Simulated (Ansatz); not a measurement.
# A computed series for Hf: pressure series

Start from Hf in the hcp (Mg type) structure (space group P6_3/mmc, No. 194; a = 3.2042 Å, c = 5.0691 Å).

Cell and atoms are relaxed at each pressure.

Method: DFT with PBE, PAW potentials and a 420 eV plane-wave cutoff in Ansatz (a program for electronic structure), no spin-orbit coupling.

```tsv
P (GPa)	V (Å³/atom)
-2.02	22.978
-1.02	22.754
0.30	22.473
0.70	22.391
1.49	22.232
3.00	21.941
5.00	21.580
7.50	21.162
10.00	20.775
```

A third-order Birch–Murnaghan fit to these points gives V₀ = 22.54 Å³/atom, B₀ = 107 GPa and B₀′ = 3.4. At pressure 10 GPa the volume is 92.2 % of V₀.

Load acts through the strain it causes; cell and atoms are relaxed under it. Stability against distortions was not tested. No other phases were tried under pressure. The final runs are not spin-polarised.
